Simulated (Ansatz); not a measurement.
The reference is Si in the diamond structure (space group Fd-3m, No. 227; a = 5.444 Å). Axes: x, y, z lie along the cube axes.

Method: DFT with r2SCAN, PAW potentials and a 500 eV plane-wave cutoff in Ansatz (a first-principles code), scalar-relativistic without spin-orbit coupling, earlier PAW set.

Strains are applied to the cell and any free atomic positions relax; under biaxial strain the out-of-plane vector relaxes too.

One change was made to it. Results:

```tsv
quantity	base	after
energy relative to the base (free energy F)	0 meV/atom	+5.4 meV/atom
valence-band top at Γ (three highest levels, from the VBM)	0.00, 0.00, 0.00 eV	0.00, 0.00, -0.21 eV
```

What was done to the base?
A. biaxial strain +2.84 %, plane normal [111], relaxed out of plane
B. uniaxial strain ε_zz = +3.83 %
C. biaxial strain −1.74 %, plane normal [001], relaxed out of plane
D. tensor shear ε_xz = −0.50 %
E. biaxial strain −1.51 %, plane normal [001], relaxed out of plane

E, biaxial strain −1.51 %, plane normal [001], relaxed out of plane. For comparison, the energy relative to the base in the other runs: biaxial strain −1.74 %, plane normal [001], relaxed out of plane gives +7.2 meV/atom; uniaxial strain ε_zz = +3.83 % gives +15 meV/atom; biaxial strain +2.84 %, plane normal [111], relaxed out of plane gives +22 meV/atom; tensor shear ε_xz = −0.50 % gives +0.5 meV/atom.

The levels and masses belong to the bands next to the band gap. No phonon test of stability was made.
